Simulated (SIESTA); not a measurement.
## Effort and miss along a sweep of kgrid.MonkhorstPack: SiO₂ (I-4m2, 15 atoms in the cell)

Cell: a = 7.9146 Å, b = 7.9146 Å, c = 7.9146 Å, α = 125.94°, β = 125.94°, γ = 79.99°.

Computed with SIESTA 5.4.2 with LDA PW92, numerical atomic orbitals TZP, PseudoDojo LDA standard norm-conserving potentials (rewritten from UPF to PSML).

Base settings: XC.functional = LDA; XC.authors = PW92; potentials = PseudoDojo LDA standard; PAO.BasisSize = TZP; PAO.EnergyShift = 0.005 Ry; MeshCutoff = 300 Ry; kgrid.MonkhorstPack = 4 4 4; OccupationFunction = FD; ElectronicTemperature = 10 K; MaxSCFIterations = 150.

Misses are taken against the tightest run, 13 13 13, which need not be fully converged itself. The energy is the free energy per atom.

Core times come from one kind of shared machine and are given to one figure; runs under 30 s give none.

The starting cell comes from a database of computed structures (which also holds hypothetical and non-ambient phases and stackings), without a prior relaxation at this level. Values carry the incompleteness of an atom-centred basis.

| kgrid.MonkhorstPack | energy less reference (meV/atom) | largest difference in the force on any atom (eV/Å) | core time / reference (rough) |
|---|---|---|---|
| 1 1 1 | 33.04 | 0.146 | – |
| 2 2 2 | 0.36 | 0.006 | – |
| 3 3 3 | 0.01 | 0.001 | 0.04 |
| 4 4 4 | 0.00 | 0.000 | 0.05 |
| 5 5 5 | 0.00 | 0.000 | 0.08 |
| 6 6 6 | 0.00 | 0.000 | 0.2 |
| 7 7 7 | 0.00 | 0.000 | 0.2 |
| 9 9 9 | 0.00 | 0.000 | 0.4 |
| 10 10 10 | 0.00 | 0.000 | 0.6 |
| 13 13 13 | 0.00 | 0.000 | 1 |

Coarsest setting among those run that, with all tighter ones, holds the energy within 2 meV/atom of the reference: 2 2 2, off by 0.36 meV/atom; it ran in under 30 s, against roughly 800 s for the reference.
